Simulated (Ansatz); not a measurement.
The reference is BAs in the zinc blende structure (space group F-43m, No. 216; a = 4.732 Å). Axes: x, y, z lie along the cube axes.

The values are results of LDA/PAW in Ansatz (an electronic-structure program), without spin-orbit coupling, not measurements.

Strains are applied to the cell and any free atomic positions relax.

One change was made to it. Results:

| quantity | base | after |
|---|---|---|
| energy relative to the base (free energy F) | 0 meV/atom | +11 meV/atom |
| smallest direct gap | 3.29 eV | 3.01 eV |

**Question.** Which of these changes matches the shifts?
A) uniaxial strain ε_zz = −1.50 %
B) uniaxial strain ε_zz = −0.50 %
C) uniaxial strain ε_zz = −3.00 %
D) uniaxial strain ε_zz = +2.00 %
E) uniaxial strain ε_zz = +1.50 %

**Answer.** C, uniaxial strain ε_zz = −3.00 %. For comparison, the energy relative to the base in the other runs: uniaxial strain ε_zz = +2.00 % gives +4.7 meV/atom; uniaxial strain ε_zz = −0.50 % gives +0.3 meV/atom; uniaxial strain ε_zz = +1.50 % gives +2.7 meV/atom; uniaxial strain ε_zz = −1.50 % gives +2.7 meV/atom.

No phonon test of stability was made.
